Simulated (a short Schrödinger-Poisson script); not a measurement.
Stack: MOS inversion layer, SiO2 on p-type Ge(100), at 300 K.

```csv
layer,material,thickness (nm),Na (cm⁻³)
1,SiO2,1.9,-
2,Ge,1800,5.3e16
```

Constants are typed, rounded textbook-type inputs, not results; the design itself was drawn at random and stands for no fabricated device. SiO2: permittivity 3.9, conduction-band edge (eV) 3.1, gap (eV) 9, electron mass (mₑ) 0.5. Ge: permittivity 16, conduction-band edge (eV) 0, gap (eV) 0.664, Nv at 300 K (cm⁻³) 6e18.

Channel valleys (confinement mass, in-plane density-of-states mass, number): L4 0.12, 0.295, 4. At the gate the conduction-band edge of layer 1 lies 3.33 eV − eVg above the Fermi level of the channel; the field vanishes at the back. Gaps are held at their typed values at every temperature. Mesh 0.03 nm at interfaces.

Solved with a short Schrödinger-Poisson script written for these runs: 1D Poisson equation in equilibrium, electrons quantum, Hartree (BenDaniel-Duke, 12 states a valley, the channel's in-plane mass for all, wave functions free to enter the dielectric), parabolic valleys, classical holes, full ionisation, no traps, pinning or gate leakage.

At Vg = 1.7 V the centroid of the electrons lies 2.37 nm from the interface.

**Question.** Estimate the gate capacitance as the dielectric in series with that distance, and compare.

**Answer.** The dielectric alone has 1.82 μF/cm²; in series with 2.37 nm of the channel's permittivity, 1.39 μF/cm²; the run gives 1.54 μF/cm². The estimate leaves out the density-of-states capacitance and the centroid's move with voltage. Only the L valleys are kept; under strong confinement the Δ valleys of Ge fill too.
